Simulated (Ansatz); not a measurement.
# How the smallest direct gap on the k points sampled of MoS₂ (P-6m2, No. 187, 9 atoms in the cell; start mp-1025874; another space group than a measured phase of this formula) moves with the method

No measured value is used here.

| level (code) | value (eV) |
|---|---|
| LDA (Ansatz) | [?] |
| PBEsol+SOC (Ansatz) | 1.67 |
| r²SCAN+SOC (Ansatz) | 1.78 |

What belongs in the gaps?


- LDA (Ansatz, an electronic-structure program), value (eV): 1.71

At these levels the smallest gap is indirect and lower: LDA 0.80, PBEsol+SOC 0.82, r²SCAN+SOC 0.97 eV. Computed values are for a static lattice. Spin–orbit coupling is included only where a level's name says +SOC; with heavier elements it mostly lowers gaps and can invert bands. The crystal itself was run without spin with LDA; a magnetic state was not tried in these runs. Values are at the PBE-D3(BJ) cell. Cutoffs differ between the levels. Ansatz's density-functional and Hartree–Fock values are scalar-relativistic unless marked +SOC, with PAW data made under PBE.

A start named mp-… is a Materials Project structure, which need not be a measured phase.
